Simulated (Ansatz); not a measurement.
Take TiO₂ in the rutile structure (space group P4_2/mnm, No. 136; a = 4.5912 Å, c = 2.9390 Å) as the base. Axes: x, y, z lie along a, b, c of the conventional cell.

Structures relaxed with PBEsol in Ansatz (plane waves to 420 eV, PAW, no SOC).

Base:

Simulated powder pattern, Co Kα, λ = 1.79026 Å (kinematic, ideal powder, no thermal factors, no anomalous dispersion; the 8 strongest lines at most, above 2 %, up to 2θ = 90°):

| 2θ (°) | I/Imax (%) | hkl |
|---|---|---|
| 32.01 | 100 | (110) |
| 42.40 | 45 | (101) |
| 48.51 | 18 | (111) |
| 64.26 | 56 | (211) |
| 66.93 | 17 | (220) |
| 76.13 | 8.5 | (310) |
| 82.51 | 22 | (301) |
| 83.92 | 11 | (112) |

After one change:

Simulated powder pattern, Co Kα, λ = 1.79026 Å (kinematic, ideal powder, no thermal factors, no anomalous dispersion; the 8 strongest lines at most, above 2 %, up to 2θ = 90°):

```
2θ (°)  I/Imax (%)
------  ----------
32.02          100
42.41           22
43.09           11
63.27           15
63.76           15
64.77           13
65.29           13
66.95           17
```

Question: Name the change that was made.
(A) tensor shear ε_xz = +1.00 %
(B) tensor shear ε_xz = +0.33 %
(C) tensor shear ε_xz = +1.67 %
(D) tensor shear ε_xz = +0.67 %

Answer: C, tensor shear ε_xz = +1.67 %. Its volume per atom is 10.32 Å³ against 10.33 Å³, and its space group is P2_1/c (No. 14).

The cells carry an imposed strain or load. Whether these cells are dynamically stable was not tested. All final runs are without spin polarisation.

Ansatz is a program for electronic structure.
